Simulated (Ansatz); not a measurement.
# A short convergence ladder for MoS2 (R3m, 3 atoms in the cell)

```
MoS2
1.0
    1.60011     0.92382     6.51451
   -1.60011     0.92382     6.51451
    0.00000    -1.84765     6.51451
Mo S
1 2
Direct
  0.00234   0.00234   0.00234
  0.41294   0.41294   0.41294
  0.25330   0.25330   0.25330
```

Base method: PBE, PAW files (plane waves; Ansatz, a quantum-chemistry and plane-wave program).

Base settings: basis.ecutwfc = 420 eV; kpoints.mp_grid.grid = 9 9 9; hamiltonian.xc = pbe; hamiltonian.pseudopotentials = {kind: paw} (the program's default PAW files); scf.occupations.method = fermi_dirac; scf.occupations.width = 0.01 eV.

**The width of Fermi-Dirac smearing**

The mesh stays at the base's, so the ladder's end is converged at best in this setting alone.

Only quantities that move along the ladder and can be compared are tabulated.

```tsv
scf.occupations.width	free energy less the last step's (meV/atom)	pressure (GPa)	largest difference of a force vector from the last step's (eV/Å)
1 eV	-653.83	9.23	1.232
0.5 eV	-73.94	1.35	0.254
0.2 eV	-1.09	-0.43	0.015
0.1 eV	-0.01	-0.47	0.000
0.02 eV	0.00	-0.48	0.000
```

Widest scf.occupations.width that holds the pressure within 1 GPa of the last step, with all finer ones: 0.2 eV; the step before is off by 1.8 GPa.

Widest scf.occupations.width that holds the free energy within 0.5 meV/atom of the last step, with all finer ones: 0.1 eV; the step before is off by 1.1 meV/atom.

Widest scf.occupations.width that holds the forces within 0.005 eV/Å of the last step, with all finer ones: 0.1 eV; the step before is off by 0.015 eV/Å.

On the base run: the starting cell comes from a database of computed structures (which also holds hypothetical and non-ambient phases and stackings), without a prior relaxation at this level. Its lattice was rescaled by up to half a per cent. One atom was moved a little off its site on purpose. In the base run, forces exceed 1 eV/Å. Ansatz's pressure includes its estimate of the finite-basis (Pulay) stress.

Keys are those of Ansatz 0.2.
